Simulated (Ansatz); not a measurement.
# TiO2: pressure series

Consider TiO$_{2}$ in the rutile structure (space group P4_2/mnm, No. 136; a = 4.548 Å, c = 2.917 Å).

Cell and atoms are relaxed at each pressure.

Computed with Ansatz (a quantum-chemistry and plane-wave program) LDA, scalar-relativistic without spin-orbit coupling.

```tsv
case	band gap	volume per atom	electron mass
base	1.86 eV	10.06 Å³	0.52 mₑ along c, 1.1 mₑ across (at Γ)
pressure −2 GPa	1.85 eV	10.14 Å³	0.52 mₑ along c, 1.1 mₑ across (at Γ)
pressure −1 GPa	1.86 eV	10.10 Å³	0.52 mₑ along c, 1.1 mₑ across (at Γ)
pressure 0.9 GPa	1.86 eV	10.02 Å³	0.51 mₑ along c, 1.1 mₑ across (at Γ)
pressure 2.1 GPa	1.86 eV	9.97 Å³	0.51 mₑ along c, 1.1 mₑ across (at Γ)
pressure 4.5 GPa	1.87 eV	9.88 Å³	0.51 mₑ along c, 1.1 mₑ across (at Γ)
pressure 9 GPa	1.89 eV	9.72 Å³	0.50 mₑ along c, 1.0 mₑ across (at Γ)
pressure 15 GPa	1.92 eV	9.53 Å³	0.49 mₑ along c, 1.0 mₑ across (at Γ)
pressure 22.5 GPa	1.95 eV	9.31 Å³	0.48 mₑ along c, 0.99 mₑ across (at Γ)
pressure 30 GPa	1.98 eV	9.12 Å³	0.47 mₑ along c, 0.96 mₑ across (at Γ)
```

Load acts through the strain it causes; cell and atoms are relaxed under it. Effective masses come from finite differences of ±0.01 Å⁻¹. No phonon test of stability was made. Competing high-pressure phases were not computed. The final runs are not spin-polarised.
